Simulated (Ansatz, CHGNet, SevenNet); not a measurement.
# SnSb2Te4 (R-3m, No. 166, 7 atoms in the cell; start mp-27947): properties by level of theory

```json
[
 {"level (code)": "CHGNet 0.3.0", "lattice parameter a (Å)": "4.388", "lattice parameter c (Å)": "44.841", "formation enthalpy (eV/atom)": "-0.401"},
 {"level (code)": "SevenNet-0", "lattice parameter a (Å)": "4.392", "lattice parameter c (Å)": "42.408", "formation enthalpy (eV/atom)": "-0.208"},
 {"level (code)": "SevenNet-l3i5", "lattice parameter a (Å)": "4.385", "lattice parameter c (Å)": "42.528", "formation enthalpy (eV/atom)": "-0.187"},
 {"level (code)": "PBEsol (Ansatz)", "lattice parameter a (Å)": "4.321", "lattice parameter c (Å)": "40.725", "formation enthalpy (eV/atom)": "-0.166"}
]
```

Caveats: the energies of CHGNet 0.3.0 can hold anion corrections fitted to measured formation enthalpies (CHGNet 0.3.0); the relaxation could not lower the start's symmetry, so the cell can be a saddle point above a distorted one (CHGNet 0.3.0, SevenNet-0, SevenNet-l3i5, PBEsol). Ansatz's density-functional and Hartree–Fock values are scalar-relativistic unless marked +SOC, with PAW data made under PBE.

Static lattice: no zero-point or thermal effects.

A start named mp-… is a Materials Project structure, which need not be a measured phase.

Ansatz is an electronic-structure program.
